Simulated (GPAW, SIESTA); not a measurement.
A SIESTA input for a self-consistent single point of AlSn (P1, 2 atoms in the cell) (DFT, LDA PW92, numerical atomic orbitals DZP, PseudoDojo LDA standard norm-conserving potentials (rewritten from UPF to PSML)):

```
# files in the folder: Al.psml Sn.psml (PseudoDojo LDA standard)
SystemName  AlSn
SystemLabel siesta

NumberOfAtoms                2
NumberOfSpecies              2
%block ChemicalSpeciesLabel
  1 13 Al
  2 50 Sn
%endblock ChemicalSpeciesLabel
LatticeConstant              1.0 Bohr
%block LatticeVectors
     7.933278141    0.000000000    0.000000000
    -3.966639071    6.870420580    0.000000000
     0.000000000    0.000000000    6.249040835
%endblock LatticeVectors
AtomicCoordinatesFormat      Ang
%block AtomicCoordinatesAndAtomicSpecies
    -0.005581387   -0.029234422    0.015066009  1
     0.005579288    2.453015634    1.638358991  2
%endblock AtomicCoordinatesAndAtomicSpecies

XC.functional                LDA
XC.authors                   PW92
PAO.BasisSize                DZP
PAO.EnergyShift              0.005 Ry
MeshCutoff                   400 Ry
%block kgrid.MonkhorstPack
    7   0   0  0.0
    0   7   0  0.0
    0   0   8  0.0
%endblock kgrid.MonkhorstPack
OccupationFunction           MP
OccupationMPOrder            0
ElectronicTemperature        1160.45 K

MaxSCFIterations             150
SCF.Mixer.Method             Pulay
SCF.Mixer.Weight             0.2
SCF.Mixer.History            8
SCF.DM.Tolerance             1.0E-05
Diag.ParallelOverK           true
WriteForces                  true
Charge.Mulliken              end
```

Question: Translate this input to GPAW.

Answer: One input that does it (others would too):

```python
from ase import Atoms
from ase.units import GPa
from gpaw import GPAW, PW

atoms = Atoms(['Al', 'Sn'],
              cell=[[4.198110, 0.000000, 0.000000],
                    [-2.099055, 3.635670, 0.000000],
                    [0.000000, 0.000000, 3.306850]],
              scaled_positions=[[-0.005350, -0.008041, 0.004556],
                                [0.338683, 0.674708, 0.495444]],
              pbc=True)

calc = GPAW(mode=PW(550),
            xc='LDA',
            kpts={'size': (7, 7, 8), 'gamma': True},
            occupations={'name': 'methfessel-paxton', 'width': 0.1, 'order': 0},
            nbands=-8,
            convergence={'density': 1e-05, 'energy': 1e-05},
            symmetry={'symmorphic': False, 'tolerance': 0.0005},
            maxiter=150)

atoms.calc = calc

energy = atoms.get_potential_energy()
print('Energy (eV):', round(energy, 6))
forces = atoms.get_forces()
print('Forces (eV/Ang):')
print(forces.round(5))
stress = atoms.get_stress()
print('Stress (GPa, Voigt):', (stress / GPa).round(4))
```

Basis, cutoffs, solver keys and any potentials are the target program's own. This input uses DFT LDA (Perdew-Wang 92), plane waves, GPAW PAW datasets LDA (gpaw-data 1.0.1). LDA parametrisations can differ slightly between programs.

The starting cell comes from a database of computed structures (which also holds hypothetical and non-ambient phases and stackings), without a prior relaxation at this level. For this run, on top of that: atoms moved at random.
